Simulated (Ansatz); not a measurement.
**Pressure series in MgO**

Take MgO in the rock salt structure (space group Fm-3m, No. 225; a = 4.2544 Å) as the base.

Cell and atoms are relaxed at each pressure.

Calculations: PBE/PAW in Ansatz (a program for electronic structure), scalar-relativistic without spin-orbit coupling, earlier PAW set.

Notes on the quantities. enthalpy: H = E + PV relative to the base's energy.

```tsv
variant	electron mass	band gap	enthalpy
base	0.34 mₑ (at Γ)	4.46 eV	–
pressure −1 GPa	0.33 mₑ (at Γ)	4.40 eV	-0.06 eV/atom
pressure 3 GPa	0.34 mₑ (at Γ)	4.64 eV	+0.18 eV/atom
pressure 7 GPa	0.35 mₑ (at Γ)	4.87 eV	+0.41 eV/atom
pressure 15 GPa	0.37 mₑ (at Γ)	5.29 eV	+0.86 eV/atom
pressure 30 GPa	…	…	+1.66 eV/atom
pressure 50 GPa	0.42 mₑ (at Γ)	6.76 eV	+2.66 eV/atom
pressure 75 GPa	0.44 mₑ (at Γ)	7.60 eV	+3.83 eV/atom
pressure 100 GPa	0.47 mₑ (at Γ)	8.33 eV	+4.94 eV/atom
```

Problem. Fill in the withheld entries from the trend.

Solution. 
- pressure 30 GPa, electron mass: 0.39 mₑ (at Γ)
- pressure 30 GPa, band gap: 5.98 eV

Load acts through the strain it causes; cell and atoms are relaxed under it. Effective masses come from finite differences of ±0.01 Å⁻¹. Whether these cells are dynamically stable was not tested. No other phases were tried under pressure.
